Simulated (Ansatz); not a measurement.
MoSi2: uniaxial strain ε_xx = +1.00 %

The parent structure is MoSi2 (space group I4/mmm, No. 139; a = 3.190 Å, c = 7.822 Å; relaxed with 0.1 eV smearing). Axes: x, y, z lie along a, b, c of the conventional cell.

Perturbation: uniaxial strain ε_xx = +1.00 %, all other strain components held at zero; the atoms relax in the strained cell.

The values are results of PBEsol (Ansatz, a first-principles code; PAW; 420 eV plane waves; spin-orbit coupling left out), not measurements. Settings: 25×25×25 k-points, 0.1 eV Fermi–Dirac smearing.

```tsv
quantity	base	changed	shift
volume per atom	13.27 Å³	13.40 Å³	+0.13 Å³
shortest interatomic distance	2.580 Å	2.579 Å	-0.001 Å
energy relative to the base (free energy F)	0 meV/atom	+1.7 meV/atom	+1.7 meV/atom
pressure (mean of the normal stresses, compression positive)	0.0 GPa	-2.0 GPa	-2.0 GPa
band gap	zero	zero	–
stress (xx, yy, zz, yz, xz, xy; compression positive)	–	(-4.0, -1.2, -0.9, 0.0, 0.0, 0.0) GPa	–
```

Cost of the whole job for the changed cell (relaxation, final SCF and bands): around 3.0 core-minutes (rough).

Stability against distortions was not tested. The final runs are not spin-polarised.
